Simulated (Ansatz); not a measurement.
The starting structures come from a database of crystals and need not be the phases stable at ambient conditions.

The decay constant κ of evanescent states in the gap governs leakage through a thin film.

Given:

```xyz
10
Lattice="5.9259 -0.0006 0.0000 1.9568 6.3748 0.0000 2.9630 -0.0003 5.1330" Properties=species:S:1:pos:R:3 pbc="T T T"
Zn     5.9259    -0.0006     3.4143
Zn     2.9630    -0.0003     1.7187
P      1.9595     5.2732     0.0000
P      5.9232     1.1010     0.0000
S      2.9442     4.7640     1.7103
S      7.9014     1.6098     3.4227
S      4.9385     1.6101     1.7103
S      5.9072     4.7637     3.4227
S      1.9752     1.6005     0.0000
S      5.9075     4.7736     0.0000
```

Space group of this cell: C2/m. The cell was relaxed by PBE-D3(BJ); by r2SCAN its mean pressure is 0.7 GPa.

Transport runs along the normal of the first two printed cell vectors.

No gap correction and no spin-orbit coupling; mid-gap values are interpolated between computed energies.

### Question
Give the band gap and the smallest decay constant κ at mid-gap that r2SCAN (Ansatz, a program for electronic structure) yields.

### Answer
Gap 2.55 eV on a 6×6×6 mesh; κ = 0.207 1/Å, at the zone centre.
